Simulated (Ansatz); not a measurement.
## Response to strain in hypothetical P4/nmm Co2Si

Take Co2Si (space group P4/nmm, No. 129; ferromagnetic; a hypothetical phase, not in the database extracts checked) as the base.

```xyz
6
Lattice="3.4547 0.0000 0.0000 0.0000 3.4547 0.0000 0.0000 0.0000 5.7510" Properties=species:S:1:pos:R:3 pbc="T T T"
Co     0.0000     0.0000     0.0000
Co     1.7273     1.7273     0.0000
Co     1.7273     0.0000     1.9781
Co     0.0000     1.7273     3.7729
Si     1.7273     0.0000     4.2279
Si     0.0000     1.7273     1.5231
```

Cartesian axes are those of the cell as printed.

Strains are applied to the cell and any free atomic positions relax; under biaxial strain the out-of-plane vector relaxes too.

Levels (all Ansatz, a program for electronic structure, PAW): PBE (420 eV, without spin-orbit coupling); PBEsol (420 eV, without spin-orbit coupling).

The base cell above is that of PBE; each level relaxes its own structures.

Notes on the quantities. pressure: mean of the normal stresses, compression positive.

| case | pressure, PBE | pressure, PBEsol |
|---|---|---|
| biaxial strain −1.08 %, plane normal [001], relaxed out of plane | 2.0 GPa | 2.2 GPa |
| biaxial strain +0.31 %, plane normal [001], relaxed out of plane | -0.6 GPa | -0.6 GPa |
| biaxial strain +2.89 %, plane normal [001], relaxed out of plane | -4.8 GPa | -5.3 GPa |
| isotropic strain +1.20 % | -6.4 GPa | -7.2 GPa |

The two levels differ by at most about 0.7 GPa. They put the cases in the same order.

Other magnetic orders, which the real material may have, were not ruled out. Without a gap, meshes like the base's 13×13×8 leave anisotropic stresses uncertain by several tenths of a GPa, and small strain energies with them. Stability against distortions was not tested.
